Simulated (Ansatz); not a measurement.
Start from ZrO2 in the fluorite structure (space group Fm-3m, No. 225; a = 5.089 Å).

Computed with DFT with r2SCAN, PAW potentials and a 500 eV plane-wave cutoff in Ansatz (a first-principles code), without spin-orbit coupling, earlier PAW set.

Before the change:

- Band gap = 3.89 eV

It is then changed as follows: a hydrostatic pressure of 30 GPa.

How does this affect the band gap?

The band gap increases by 0.289 eV, from 3.89 eV to 4.17 eV.

Load acts through the strain it causes; cell and atoms are relaxed under it. Whether these cells are dynamically stable was not tested. No other phases were tried under pressure. This is not the structure that ZrO2 has at room temperature and ambient pressure.
